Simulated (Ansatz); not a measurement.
Consider this model of amorphous Si30N41Al.

```xyz
72
Lattice="9.1371 0.1685 -0.1764 0.1685 9.3637 0.1704 -0.1764 0.1704 9.4672" Properties=species:S:1:pos:R:3 pbc="T T T"
Si     7.2284     9.5665     6.9122
Si     0.8822     6.0807     8.4355
Si     8.1594     0.9112     8.8345
Si     1.8846     8.5113     6.5893
Si     0.0636     3.1053     3.5914
Si     8.3307     4.6227     5.8940
Si     4.0411     5.9352     2.4227
Si     4.8669     7.4577     6.4003
Si     6.1235     7.7054     2.3623
Si     6.1420     5.3996     4.4493
Si     6.4611     9.0859     4.5902
Si     6.1378     2.6705     5.5475
Si     0.9037     0.6976     2.0189
Si     5.1669     3.0333     2.8142
Si     8.7668     7.1553     4.1541
Si     3.9324     0.1515     2.4838
Si     2.7531     2.9063     2.0675
Si     7.7928     2.6891     1.4408
Si     2.4024     7.8030     4.2295
Si     2.6611     4.6635     4.0164
Si     3.1114     7.2310     8.7419
Si     4.9500     2.6413     0.0275
Si     5.3859     4.3643     7.0046
Si     1.8935     4.4972     6.8795
Si     3.7249     4.9860     9.3395
Si     3.2737     1.9035     7.2331
Si     0.7585     3.1614     9.4156
Si     8.6101     5.6236     1.4750
Si     5.1564     9.2578     9.1049
Si     8.5137     8.0115     1.7881
N      2.8237     6.3286     3.5210
N      8.7555     1.7548     2.6654
N      3.9322     4.2613     2.8094
N      8.2684     2.6104     9.2873
N      7.8170     5.8408     4.7674
N      5.1801     4.3766     8.6806
N      6.9768     3.8104     6.5869
N      1.5205     7.7619     8.2353
N      4.6703     2.7684     6.5014
N      8.6620     0.7348     7.1748
N      1.6067     3.6433     3.1303
N      3.4924     3.3929     0.5747
N      6.5845     0.2787     8.4170
N      9.2175     9.2634     0.9165
N      0.3485     5.3009     7.0257
N      2.1623     0.8317     6.4692
N      7.5967     8.3527     3.3956
N     -0.0243     3.1181     5.3042
N      2.3826     9.0891     2.9593
N      6.0852     3.6281     4.1208
N      3.7337     6.2774     0.7695
N      3.9445     1.8193     2.7990
N      7.3847     6.9510     1.0605
N      5.1097     8.6858     3.7199
N      4.1239     1.3926     8.6900
N      2.6647     5.5597     8.1076
N      4.5106     7.9593     8.0922
N      6.7579     1.1471     5.2594
N      1.6394     3.0003     7.8116
N      2.7702     4.2855     5.5755
N      5.2497     5.7816     5.9884
N      0.8793     7.8829     5.1743
N      6.0710     2.5481     1.3735
N      5.1147     8.7530     1.3205
N      3.3039     7.8743     5.7496
N      0.5322     4.9131     0.3011
N      6.4337     8.2257     6.1159
N      5.6321     6.1857     2.9944
N      1.6930     1.8964     1.0894
N      0.2866     6.5933     2.7552
N      8.1703     4.1662     2.2422
Al     0.6060     1.8473     6.5298
```

Computed with PBE, scalar-relativistic without spin-orbit coupling (plane waves to 420 eV, PAW; Ansatz, a first-principles code).

A CHGNet melt-quench gave the starting glass, which DFT then relaxed. N atoms were pushed apart under 1.9 Å during the dynamics, to hinder bonds among them. The hot cell started wider than the set density and was brought back towards it in steps. It is the lowest in DFT energy of 2 quenches. It is a model cell: composition and starting density were chosen by hand, and all elements were melted together. No dispersion term was used. Its density started from a set value of 2.96 and ended at 2.96 g/cm³. Cooling (nominally 380 K/ps over its main leg) ran many orders faster than in experiment, which tends to leave more defects and strain. One small periodic cell is one sample of the glass; other quenches scatter about these values. The volume was held where the preparation left it and the shape relaxed, at a PBE pressure of 3.9 GPa. Stress components on the final sampling reach 4.1 GPa. On a 2×2×2 Γ-centred mesh force components of up to 0.15 eV/Å stay, since the relaxation ran on the zone centre alone.

Neighbours within Si-Si 2.60 Å, Si-N 2.16 Å, Si-Al 2.55 Å, N-N 1.70 Å, N-Al 2.30 Å, Al-Al 2.66 Å count as bonded. Two cations that share two anions don't count as bonded, nor two that share one unless they lie closer than Si-Si 2.38 Å, Si-Al 2.48 Å, Al-Al 2.59 Å.

Question: Give the coordination numbers, mean bond lengths and angles.

Answer: 
- Mean coordination of Si by anions = 4.07 (28 with 4, 2 with 5)
- Mean coordination of N = 3.07 (1 with 2, 36 with 3, 4 with 4)
- Mean coordination of Al by anions = 4.00 (1 with 4)
- Mean Si-N bond = 1.763 Å (spread 0.069 Å, 122 counted)
- Mean N-Al bond = 1.903 Å (spread 0.062 Å, 4 counted)
- Bond angle at Si = mean 108.8°, spread 14.4°
- Bond angle at N = mean 114.0°, spread 18.9°
- Bond angle at Al = mean 108.4°, spread 15.5°

Question: Which atoms depart from the most common coordination of their element?

Answer: Si9 has 5 (N68 1.72 Å, N64 1.79 Å, N47 1.91 Å, N54 1.96 Å, N53 1.96 Å); Si17 has 5 (N41 1.73 Å, N42 1.74 Å, N69 1.76 Å, N52 1.77 Å, N33 1.94 Å); N33 has 4 (Si7 1.72 Å, Si14 1.74 Å, Si20 1.80 Å, Si17 1.94 Å); N47 has 4 (Si11 1.80 Å, Si15 1.84 Å, Si30 1.88 Å, Si9 1.91 Å); N56 has 4 (Si25 1.72 Å, Si24 1.80 Å, Si21 1.84 Å, Si2 1.89 Å); N59 has 4 (Si24 1.78 Å, Si27 1.84 Å, Al72 2.01 Å, Si26 2.05 Å); N60 has 2 (Si24 1.59 Å, Si20 1.61 Å).

Question: List the pairs of like atoms that count as bonded by the rules above.

Answer: There are none by these rules.
